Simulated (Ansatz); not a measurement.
The starting structures come from a database of crystals and need not be the phases stable at ambient conditions.

Here is the system:

```
CELL_PARAMETERS angstrom
      3.28362     0.00000     0.00000
      0.00000    10.82413     0.00000
      0.00000     0.00000     9.80181
ATOMIC_POSITIONS crystal
  Zr 0.75000 0.35267 0.73089
  Zr 0.25000 0.64733 0.26911
  Zr 0.25000 0.85267 0.76911
  Zr 0.75000 0.14733 0.23089
  Zr 0.75000 0.09363 0.60671
  Zr 0.25000 0.90637 0.39329
  Zr 0.25000 0.59363 0.89329
  Zr 0.75000 0.40637 0.10671
  Zr 0.75000 0.62470 0.56902
  Zr 0.25000 0.37530 0.43098
  Zr 0.25000 0.12470 0.93098
  Zr 0.75000 0.87530 0.06902
  N  0.75000 0.02782 0.39697
  N  0.25000 0.97218 0.60303
  N  0.25000 0.52782 0.10303
  N  0.75000 0.47218 0.89697
  N  0.75000 0.22564 0.00546
  N  0.25000 0.77436 0.99454
  N  0.25000 0.72564 0.49454
  N  0.75000 0.27436 0.50546
  N  0.75000 0.98142 0.85708
  N  0.25000 0.01858 0.14292
  N  0.25000 0.48142 0.64292
  N  0.75000 0.51858 0.35708
  N  0.25000 0.21477 0.73714
  N  0.75000 0.78523 0.26286
  N  0.75000 0.71477 0.76286
  N  0.25000 0.28523 0.23714
```

Space group of this cell: Pnma. The cell is taken as given; by PBEsol its mean pressure is -4.8 GPa.

Transport runs along the normal of the first two printed cell vectors.

The gap is the functional's own, uncorrected, and κ follows it; spin-orbit coupling is left out. Mid-gap values are interpolated between the computed energies.

Problem. Predict the band gap and the smallest decay constant κ at mid-gap from Ansatz (a quantum-chemistry and plane-wave program) with PBEsol.

Solution. Gap 1.04 eV on a 10×4×4 mesh; κ = 0.228 1/Å, at (0.000, 0.250) of the in-plane reciprocal vectors. At the zone centre, at the nearest computed energy, the slowest state has κ = 0.23 1/Å.
